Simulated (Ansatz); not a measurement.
Effect of pressure 0.3 GPa on BaTiO3

Base system: BaTiO$_{3}$ in the cubic perovskite structure (space group Pm-3m, No. 221; a = 3.935 Å).

The change: a hydrostatic pressure of 0.3 GPa.

Calculations: LDA (Ansatz, a program for electronic structure; PAW; 420 eV plane waves; no spin-orbit coupling). k-mesh 8×8×8 (Γ-centred); smearing 0.05 eV (Fermi–Dirac).

The volume per atom stays essentially unchanged (12.18 Å³ against 12.16 Å³) and the density stays essentially unchanged (6.36 g/cm³ against 6.37 g/cm³). The lattice parameter a hardly moves (3.935 Å against 3.933 Å) and the shortest interatomic distance stays essentially unchanged (1.967 Å against 1.966 Å). The band gap remains 1.83 eV and the gap character stays indirect, R → Γ. The smallest direct gap stays 1.87 eV and the width of the top valence band is still 0.99 eV.

Final structure:

```yaml
crystal:
  lattice:
    - [3.93258, 0.00000, 0.00000]
    - [0.00000, 3.93258, 0.00000]
    - [0.00000, 0.00000, 3.93258]
  atoms:
    - { symbol: Ba, position: [0.00000, 0.00000, 0.00000] }
    - { symbol: Ti, position: [0.50000, 0.50000, 0.50000] }
    - { symbol: O, position: [0.50000, 0.00000, 0.50000] }
    - { symbol: O, position: [0.00000, 0.50000, 0.50000] }
    - { symbol: O, position: [0.50000, 0.50000, 0.00000] }
```

Load acts through the strain it causes; cell and atoms are relaxed under it. Whether these cells are dynamically stable was not tested. All final runs are without spin polarisation. Many cubic perovskites are stable only at high temperature; tilts and polar distortions were not tested. This is not the structure that BaTiO3 has at room temperature and ambient pressure.
